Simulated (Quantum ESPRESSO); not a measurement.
**One base run on YMg14Co (P-6m2, 16 atoms in the cell) and variants with one or two settings moved**

```xyz
16
Lattice="6.3304 0.0000 0.0000 -3.1652 5.4823 0.0000 0.0000 0.0000 10.1776" Properties=species:S:1:pos:R:3 pbc="T T T"
Y      0.0000     0.0000     0.0000
Mg    -1.5260     2.7738     0.0000
Mg     0.0000     5.4169     0.0000
Mg     1.5260     2.7738     0.0000
Mg     4.7138     2.7215     5.0888
Mg     3.1652     0.0393     5.0888
Mg     1.6166     2.7215     5.0888
Mg    -1.6529     4.6092     2.7616
Mg     1.6529     4.6092     7.4160
Mg     0.0000     1.7462     2.7616
Mg    -1.6529     4.6092     7.4160
Mg     1.6529     4.6092     2.7616
Mg     0.0000     1.7462     7.4160
Mg     3.1652     1.8274     2.4369
Mg     3.1652     1.8274     7.7407
Co     0.0000     0.0000     5.0888
```

Base run A: PBEsol, SSSP 1.1.2 efficiency (PBE) pseudopotentials in Quantum ESPRESSO, self-consistent single point.

Its settings: ecutwfc = 50 Ry; ecutrho = 400 Ry; occupations = smearing; smearing = marzari-vanderbilt; degauss = 0.0147 Ry; input_dft = pbesol; potentials = {Y: Y_pbe_v1.uspp.F.UPF, Mg: Mg.pbe-n-kjpaw_psl.0.3.0.UPF, Co: Co_pbe_v1.2.uspp.F.UPF}; K_POINTS = automatic 4 4 3 0 0 0; conv_thr = 1e-10 Ry.

The starting cell comes from a database of computed structures (which also holds hypothetical and non-ambient phases and stackings), without a prior relaxation at this level. Its lattice was rescaled by a random factor within 2.5 % of one. Spin polarisation is off.

ΔF is the free energy per atom less that of run A. A dash stands where there is no value to compare (another energy zero or no entropy term, no result, no spin, no clean gap, or a mesh too coarse for one). Total energies depend on the potentials, the functional and any Hubbard or dispersion term, so they are compared only between runs that share all of them.

Runs:
- B: vdw_corr: default → grimme-d3; dftd3_version: default → 3; dftd3_threebody: default → false [PBEsol-D3(0)]
- C: K_POINTS: automatic 4 4 3 0 0 0 → automatic 10 10 5 0 0 0
- D: nbnd: default → 30
- E: K_POINTS: automatic 4 4 3 0 0 0 → automatic 4 4 2 0 0 0
- F: ecutrho: 400 Ry → 250 Ry
- G: parallel starting moments; nspin: default → 2
- H: ecutwfc: 50 Ry → 75 Ry; ecutrho: 400 Ry → 600 Ry

```tsv
run	ΔF (meV/atom)	pressure (GPa)	largest force (eV/Å)	k-points
A	0.00	-0.58	0.061	8
B	–	-1.72	0.074	8
C	-1.72	-0.61	0.094	42
D	1.09	-0.60	0.057	8
E	3.7	-0.59	0.073	8
F	0.02	-0.58	0.061	8
G	-8.4	-0.22	0.069	8
H	-0.95	-0.57	0.061	8
```

Run C against A: The free energy goes down by 1.7 meV/atom, the pressure moves little (-0.58 to -0.61 GPa) and the largest force goes from 0.061 to 0.094 eV/Å.

Run E against A: The free energy rises by 3.7 meV/atom, the pressure moves little (-0.58 to -0.59 GPa) and the largest force goes from 0.061 to 0.073 eV/Å.
